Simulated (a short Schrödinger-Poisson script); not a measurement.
## Symmetric double-gate stack, SiO2 on p-type InP

Stack: symmetric double-gate stack, SiO2 on p-type InP, at 400 K.

```csv
layer,material,thickness (nm),Na (cm⁻³)
1,SiO2,2.7,-
2,InP,3,6e15
3,SiO2,2.7,-
```

The device is made up for the run: typed textbook-type constants, with dimensions and the other settings drawn at random. SiO2: permittivity 3.9, conduction-band edge (eV) 3.48, gap (eV) 9, electron mass (mₑ) 0.5. InP: permittivity 12.5, conduction-band edge (eV) 0, gap (eV) 1.344, Nv at 300 K (cm⁻³) 1.1e19.

Channel valleys (confinement mass, in-plane density-of-states mass, number): Γ 0.08, 0.08, 1. At the gates, both at one voltage, the conduction-band edge of layer 1 lies 3.73 eV − eVg above the Fermi level of the channel. Gaps are held at their typed values at every temperature. Mesh 0.03 nm at interfaces.

Solved with a short Schrödinger-Poisson script written for these runs: 1D Poisson equation in equilibrium, electrons quantum, Hartree (BenDaniel-Duke, 12 states a valley, the channel's in-plane mass for all, wave functions ending at the dielectric), parabolic valleys, classical holes, full ionisation, no traps, pinning or gate leakage.

```
Vg (V)  electrons (cm⁻²)  C (μF/cm²)  Γ E0 (meV)  Γ E1 (meV)
------  ----------------  ----------  ----------  ----------
0.3               1.29e6     < 0.003       472.3      2038.3
0.4               2.34e7     < 0.003       372.3      1938.3
0.5               4.26e8     < 0.003       272.4      1838.3
0.6               7.62e9      0.0353       172.9      1738.8
0.7              1.08e11       0.402        79.8      1645.6
0.8              5.96e11        1.12        13.4      1578.6
0.9              1.41e12        1.44       -30.3      1533.8
1                2.35e12        1.55       -65.5      1497.2
1.1              3.33e12        1.59       -97.7      1463.6
1.2              4.33e12        1.61      -128.8      1431.2
1.3              5.34e12        1.61      -159.4      1399.3
1.4              6.35e12        1.62      -189.8      1367.5
1.5              7.36e12        1.62      -220.1      1335.8
1.6              8.37e12        1.62      -250.4      1304.1
1.7              9.38e12        1.62      -280.6      1272.5
```

Gate voltages with under 1e6 electrons/cm² are left out.

Subbands count from the Fermi level. The capacitance is that of both gates.

Above a few 1e12 electrons/cm² a light Γ valley is non-parabolic and upper valleys begin to fill, which the model leaves out.
